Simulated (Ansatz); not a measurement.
The starting structures come from a database of crystals and need not be the phases stable at ambient conditions.

 Where the default PAW files enter, the runs use the earlier of Ansatz's two default sets.

The decay constant κ of evanescent states in the gap governs leakage through a thin film.

Given:

```
CELL_PARAMETERS angstrom
      5.62641     0.00000     0.00000
     -2.81320     4.87261     0.00000
      2.81320     1.62420     2.29697
ATOMIC_POSITIONS crystal
  K  0.00000 0.50000 0.50000
  Mg 0.00000 0.00000 0.00000
  F  0.50000 0.50000 0.50000
  F  0.50000 0.00000 0.50000
  F  0.00000 0.00000 0.50000
```

Space group of this cell: Pm-3m, cubic perovskite. The cell is taken as given.

Transport runs along the normal of the first two printed cell vectors, the (111) plane of the conventional cell.

No gap correction and no spin-orbit coupling; mid-gap values are interpolated between computed energies.

Q: State the band gap and the smallest decay constant κ at mid-gap according to r2SCAN in Ansatz (a program for electronic structure).

A: Gap 8.32 eV on a 14×14×14 mesh; κ = 0.562 1/Å, at the zone centre.
